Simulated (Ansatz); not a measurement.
Functionals compared on O on the 1x1 (0001) surface of hcp Co, ferromagnetic, one in a 2x2 cell, started at the site 'hollow Co-Co-Co over Co at depth 2.0 Å', in Ansatz (plane waves, PAW). The structure was relaxed with PBE; the other rows are single points on it, each with its references at the same level. Cutoff 420 eV.

Slab: 17 atoms, 6.0 Å thick at the start under the adsorbate (thin: gaps and levels are the slab's own); k 7x7x1, smearing 0.1 eV, dipole-corrected; 8 atoms held, the rest relaxed; symmetry of the start imposed; spin-polarised, no spin-orbit, no U, no dispersion correction. At the end it is bonded to 3 Co. In PBE it is, or lies within 0.03 eV of, the lowest of the starts that converged. These notes are the PBE run's. RPBE: The program's check for a lower electronic state was not made. Adsorption energies are against ½ O2(g). A negative adsorption energy means that the adsorbate is more stable on the surface than in its reference.

| functional | adsorption energy (eV) | work function of the top face (eV) | change of the work function (eV) | magnetic moment of the cell (μB) | rough cost of the single point |
|---|---|---|---|---|---|
| PBE | -2.60 | 5.48 | 0.50 | 26.63 | – |
| RPBE | -2.27 | 5.30 | 0.50 | 26.89 | roughly 5 core-minutes |

Ansatz is a first-principles code.
